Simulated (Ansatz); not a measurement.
## Effective masses and thermopower of ZnS (F-43m)

Consider the following.

```xyz
2
Lattice="0.0000 2.6783 2.6783 2.6783 0.0000 2.6783 2.6783 2.6783 0.0000" Properties=species:S:1:pos:R:3 pbc="T T T"
Zn     0.0000     0.0000     0.0000
S      1.3391     1.3391     1.3391
```

Method: r2SCAN with spin-orbit coupling, rigid bands (plane waves, PAW; Ansatz, a quantum-chemistry and plane-wave program). How the cell was made: cell and atoms relaxed with PBEsol.

```yaml
band_gap: 2.77 eV
electron conductivity mass (300 K, dilute): 0.21 mₑ
hole conductivity mass (300 K, dilute): 0.85 mₑ
effective density of states N_c (300 K): 2.3e18 cm⁻³
effective density of states N_v (300 K): 5.2e19 cm⁻³
density_of_states_mass_electrons: 0.20 mₑ
density_of_states_mass_holes: 1.62 mₑ
Seebeck coefficient, n-type 1e19 cm⁻³, 300 K: -117 μV/K
Seebeck coefficient, p-type 1e19 cm⁻³, 300 K: 386 μV/K
best p-type power factor at 300 K for τ = 10 fs (best axis; densities from 1e16 to 1e21 cm⁻³ tried, whether or not they can be reached): 17.0 μW/(cm·K²) at 3e20 cm⁻³
```

Rigid bands; masses and Seebeck coefficients take one relaxation time τ for all states and one kind of carrier; polarons and phonon drag are left out. Geometry: cell and atoms relaxed with PBEsol.
